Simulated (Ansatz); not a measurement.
Consider InSb in the zinc blende structure (space group F-43m, No. 216; a = 6.556 Å). Axes: x, y, z lie along the cube axes.

Computed with Ansatz (an electronic-structure program) r2SCAN, no spin-orbit coupling.

Before the change:

| Item | Value |
|---|---|
| Valley order | Γ 0.02 eV; L along ⟨111⟩ 0.77 eV; a point along ⟨100⟩, about 0.8 Å⁻¹ from Γ 1.48 eV |

It is then changed as follows: tensor shear ε_xy = +1.43 % (engineering shear γ = 0.0286), atoms relaxed at fixed cell.

**Question.** How does this affect the energy relative to the base?

**Answer.** The energy goes up by 2.6 meV/atom.

**Question.** How does this affect the valley order?

**Answer.** The valley order (the lowest conduction-band minima on the path, energy above the VBM, named in the base's zone) changes from Γ 0.02 eV; L along ⟨111⟩ 0.77 eV; a point along ⟨100⟩, about 0.8 Å⁻¹ from Γ 1.48 eV to Γ 0.01 eV; L along [1-1-1] 0.56 eV; L along [111] 0.81 eV; a point along [001], about 0.9 Å⁻¹ from Γ 1.32 eV.

**Question.** What does the calculation give for the largest internal atomic displacement after the change?

**Answer.** The largest internal atomic displacement amounts to 0.015 Å.

Spin-orbit coupling, missing from the scalar runs, can matter with Sb. The cells carry an imposed strain or load. Stability against distortions was not tested. The final runs are not spin-polarised.
